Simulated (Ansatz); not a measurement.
## Response to strain in Ti

Base system: Ti in the hcp (Mg type) structure (space group P6_3/mmc, No. 194; a = 2.936 Å, c = 4.636 Å). Axes: x lies along a and z along c of the hexagonal cell.

Strains are applied to the cell and any free atomic positions relax; under stress the whole cell relaxes.

The values are results of Ansatz (a program for electronic structure) r2SCAN, no SOC, not measurements.

Candidates:
(a) isotropic strain −2.80 %
(b) uniaxial stress, 2 GPa compression along z
(c) tensor shear ε_yz = +0.72 %
(d) uniaxial stress, 3 GPa compression along z

Notes on the quantities. energy relative to the base: free energy F.

Question: Order them by energy relative to the base, highest first.

Answer: (a) isotropic strain −2.80 % (+48 meV/atom), (d) uniaxial stress, 3 GPa compression along z (+2.9 meV/atom), (b) uniaxial stress, 2 GPa compression along z (+1.3 meV/atom), (c) tensor shear ε_yz = +0.72 % (+0.6 meV/atom)

Without a gap, meshes like the base's 18×18×10 leave anisotropic stresses uncertain by several tenths of a GPa, and small strain energies with them. Stability under load was not tested beyond the relaxation. The final runs are not spin-polarised.
